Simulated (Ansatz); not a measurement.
# Hypothetical zinc blende NaI: thickness series

Consider NaI in the zinc blende structure (space group F-43m, No. 216; a = 7.0588 Å; a hypothetical phase, not in the database extracts checked). Axes: x, y, z lie along the cube axes.

Free-standing slabs (2 atom(s) a layer) normal to [110] with 15 Å of vacuum; in-plane cell held at bulk.

All numbers come from PBEsol (Ansatz, a first-principles code, PAW, no SOC).

Only one of these has a direct gap. Which?
A) 5 layers
B) 4 layers
C) 7 layers
D) 2 layers

D, 2 layers. Computed: 5 layers: indirect, X → Γ; 7 layers: indirect, X → Γ; 4 layers: indirect, Γ–X (80 % along) → Γ; 2 layers: direct at Γ

With I present, leaving out spin-orbit coupling can change the band edges. Whether these cells are dynamically stable was not tested. k-point labels follow each cell's own Brillouin zone.
